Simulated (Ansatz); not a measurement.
Results of PBEsol (Ansatz, a first-principles code, PAW) for GaS (R-3m, No. 166, 4 atoms in the cell; start mp-9889; a measured phase of this formula has another space group).

Settings: plane-wave cutoff 520 eV, 12×12×12 k mesh, Fermi–Dirac smearing 0.01 eV, scalar-relativistic PAW data made under PBE.

Cell (relaxed at this level):

```xyz
4
Lattice="1.7893 1.0331 7.9651 -1.7893 1.0331 7.9651 0.0000 -2.0661 7.9651" Properties=species:S:1:pos:R:3 pbc="T T T"
Ga     0.0000     0.0000    22.6788
Ga     0.0000     0.0000     1.2166
S      0.0000     0.0000     5.6661
S      0.0000     0.0000    18.2292
```

**Question.** Give the computed band gap and Γ–Γ gap.

**Answer.** 
- band gap = 1.72 eV (on the SCF k mesh)
- Γ–Γ gap = 3.50 eV

Note: the relaxation could not lower the start's symmetry, so the cell can be a saddle point above a distorted one; the cell has widely spaced layers and the level no dispersion term, so their spacing and the moduli can rest on weak binding.

Spin–orbit coupling is not included.

It cost roughly 70 core-seconds of CPU time.

A start named mp-… is a Materials Project structure, which need not be a measured phase.
